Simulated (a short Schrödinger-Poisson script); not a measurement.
System: gated Al0.3Ga0.7N/GaN polarisation-induced gas, at 300 K.

```csv
layer,material,thickness (nm),Na (cm⁻³)
1,Al0.3Ga0.7N,10,-
2,GaN,6000,3e14
```

Constants are typed, rounded textbook-type inputs, not results; the design itself was drawn at random and stands for no fabricated device. Al0.3Ga0.7N: permittivity 9.32, conduction-band edge (eV) 0.414, gap (eV) 4.021, electron mass (mₑ) 0.236, Nv at 300 K (cm⁻³) 4.6e19. GaN: permittivity 9.5, conduction-band edge (eV) 0, gap (eV) 3.43, Nv at 300 K (cm⁻³) 4.6e19.

Channel valleys (confinement mass, in-plane density-of-states mass, number): Γ 0.2, 0.2, 1. At the gate the conduction-band edge of layer 1 lies 1.23 eV − eVg above the Fermi level of the channel; the field vanishes at the back. Sheet of polarisation charge: +1.5e13 e/cm² at 10 nm from the gate. The barrier under the gate holds no holes. Gaps are held at their typed values at every temperature. Mesh 0.08 nm at interfaces.

From a short Schrödinger-Poisson script (our own, NumPy): 1D Poisson equation in equilibrium, electrons quantum, Hartree (BenDaniel-Duke, 40 states a valley, the channel's in-plane mass for all, wave functions free to enter the barrier), parabolic valleys, classical holes, full ionisation, no traps, pinning or gate leakage.

The same stack at other levels of the model or other numerical settings:

```tsv
run	sheet density of all electrons at Vg = 0.5 V (cm⁻²)	sheet density of all electrons at Vg = -1 V (cm⁻²)	capacitance at Vg = 0.5 V (μF/cm²)	centroid of the channel electrons at Vg = 0.5 V (nm)	rough cost against the base
base	1.14e13	4.48e12	0.761	2.23	about 1
electrons treated as classical, Boltzmann	1.25e13	5.03e12	0.804	___	0.02
electrons treated as classical, Fermi-Dirac	1.14e13	4.66e12	0.733	___	0.1
electrons treated as quantum, Hartree plus LDA exchange-correlation	___	4.64e12	0.766	2.02	2
mesh six times as coarse	1.14e13	4.48e12	0.761	2.16	0.3
one subband a valley	1.13e13	4.45e12	0.754	1.52	0.6
```

Q: What belongs in the gaps?

A: 
- electrons treated as classical, Fermi-Dirac, centroid of the channel electrons at Vg = 0.5 V (nm): 1.95
- electrons treated as quantum, Hartree plus LDA exchange-correlation, sheet density of all electrons at Vg = 0.5 V (cm⁻²): 1.16e13
- electrons treated as classical, Boltzmann, centroid of the channel electrons at Vg = 0.5 V (nm): 0.95

The classical rows ignore confinement, and Boltzmann statistics overrate the density once the band edge passes the Fermi level.
